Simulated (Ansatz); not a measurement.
An Ansatz (a program for electronic structure) run: Ru with a change (Ru → W); r2SCAN, PAW, 500 eV (Ansatz; no SOC).

Input:

Ansatz 0.2 input:
```yaml
crystal:
  lattice:
    - [2.755893251, 0, 0]
    - [-1.3779466255, 2.3866735655, 0]
    - [0, 0, 4.9578663559]
  atoms:
    - { symbol: W, position: [0.3333333333, 0.6666666667, 0.75] }
    - { symbol: W, position: [0.6666666667, 0.3333333333, 0.25] }
basis: { ecutwfc: 500, ecutrho_ratio: 4, xc_grid: 4, fft_grid_basis: typed }
kpoints: { mp_grid: { grid: [19, 19, 10] } }
hamiltonian:
  xc: r2scan
  dispersion: none
  pseudopotentials: { kind: paw }
scf: { occupations: { method: fermi_dirac, width: 0.05 }, convergence: { dr2_threshold: 0.0000000002 } }
output: { forces: true, stress: true }
checkpoint: { write: state.ck, write_every: 1000 }
```

Output (explanatory and most iteration lines left out):

```
Pseudopotential: W, paw, valence charge 14
Crystal: 2 atoms, lattice volume = 32.610 Å³
Basis set: ecut = 500 eV, 823 PW (Γ), exchange–correlation on 96×96×160 points (64 copies of the dense FFT grid, shifted against one another)
Bands: 18, of which v1, the nominal top of the filled ones, is band 14 counted from 1 (13 counted from 0)
Symmetry: 24 space group operations
Space group: P63/mmc (ITA 194), of the structure as read, at distance tolerance 3.2e-5 Å
k-points: 240 of 3610
Functional: x = r2scan, c = r2scan; τ floored in thin density (d = 2e-4 eV/Å³)
SCF iter   1: F=—  HF=-20793.431393 eV  |F-HF|=—  |Δ(HF+E_count)|=         —  Δρ=9.99e-3  dr2=2.11e-2  dr2_τ=9.19e-2  ethr=1.77e-3  ⟨swp⟩=5.7  Hψ=20628  notcnv=0
SCF iter   2: F=—  HF=-20793.460583 eV  |F-HF|=—  |Δ(HF+E_count)|=   2.92e-2  Δρ=6.53e-3  dr2=8.42e-3  dr2_τ=3.77e-4  ethr=7.54e-5  ⟨swp⟩=2.3  Hψ=8584  notcnv=0
SCF 1 converged in 8 iterations: F = -20793.461830 eV  dr2 = 1.45e-10
SCF converged after 8 iterations
Free energy (F): -20793.461830 eV
Internal energy: -20793.447003 eV  (E = F + TS)
E sigma→0 (E₀):  -20793.454417 eV
Entropy (-TS):   -0.014827 eV (-7.414 meV/atom)
Fermi energy:    21.423672 eV
--- Forces (eV/Å), atoms counted from 1 ---
  atom   1  W     -0.00000000     0.00000000     0.00000000
  atom   2  W      0.00000000    -0.00000000     0.00000000
--- Stress (GPa, compression-positive) ---
       -0.003021      -0.000000       0.000000
        0.000000      -0.003021       0.000000
        0.000000       0.000000      -0.005560
  P = ⅓ Tr σ = -0.0039 GPa (-0.039 kbar)
```

Whether these cells are dynamically stable was not tested. All final runs are without spin polarisation. The cell was made from Ru by this change: Ru → W; the result is a model cell, its experimental status unchecked. This is not the structure that W has at room temperature and ambient pressure.
